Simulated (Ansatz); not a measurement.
Cells marked so need not be the phases stable at ambient conditions, and some may be hypothetical.

By PBEsol, each system below comes out a metal.

G/A = (e²/h) × open channels of both spins per area, as a mean over 0.1 eV about the Fermi level, without spin-orbit coupling, for the cells as given.

A. TaN (Fm-3m, rock salt, 2 atoms a cell, 10.8 Å³ an atom, -11 GPa at this level), current normal to (111)
B. Cu$_{3}$Sn (P6_3/mmc, not sure to be the ambient phase, 8 atoms a cell, 14.0 Å³ an atom, -2 GPa at this level), current normal to (110)
C. Be$_{5}$Au (F-43m, not sure to be the ambient phase, 6 atoms a cell, 9.4 Å³ an atom, -2 GPa at this level), current normal to (001)

Problem. Order them by ballistic conductance per area (highest first) at the level PBEsol in Ansatz (an electronic-structure program).

Solution. A (1.7 × 10¹⁵ S/m²), B (0.77 × 10¹⁵ S/m²), C (0.56 × 10¹⁵ S/m²)
